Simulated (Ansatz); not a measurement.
## MoS2: response to strain

The reference is MoS2 (space group P6_3/mmc, No. 194; a = 3.1090 Å, c = 11.7090 Å; layered, stacked along the Cartesian z axis). Axes: x lies along a and z along c of the hexagonal cell.

Strains are applied to the cell and any free atomic positions relax.

Computed with Ansatz (a quantum-chemistry and plane-wave program), PBEsol-D3(BJ), PAW, cutoff 420 eV, scalar-relativistic without spin-orbit coupling.

```json
[
 {"case": "base", "hole mass": "1.1 mₑ along c, 0.50 mₑ across (at Γ)", "width of the top valence band": "1.88 eV", "shortest interatomic distance": "4.498 bohr"},
 {"case": "uniaxial strain ε_zz = −3.00 %", "hole mass": "1.6 mₑ along z, 0.36 mₑ across (at Γ)", "width of the top valence band": "2.03 eV", "shortest interatomic distance": "4.488 bohr"},
 {"case": "uniaxial strain ε_zz = −2.40 %", "hole mass": "1.5 mₑ along z, 0.39 mₑ across (at Γ)", "width of the top valence band": "2.00 eV", "shortest interatomic distance": "4.491 bohr"},
 {"case": "uniaxial strain ε_zz = −1.80 %", "hole mass": "1.4 mₑ along z, 0.41 mₑ across (at Γ)", "width of the top valence band": "1.97 eV", "shortest interatomic distance": "4.493 bohr"},
 {"case": "uniaxial strain ε_zz = −1.20 %", "hole mass": "1.3 mₑ along z, 0.44 mₑ across (at Γ)", "width of the top valence band": "1.94 eV", "shortest interatomic distance": "4.495 bohr"},
 {"case": "uniaxial strain ε_zz = −0.60 %", "hole mass": "1.2 mₑ along z, 0.47 mₑ across (at Γ)", "width of the top valence band": "1.91 eV", "shortest interatomic distance": "4.496 bohr"}
]
```

The levels and masses belong to the bands next to the band gap. Effective masses come from finite differences of ±0.01 Å⁻¹. Stability against distortions was not tested.
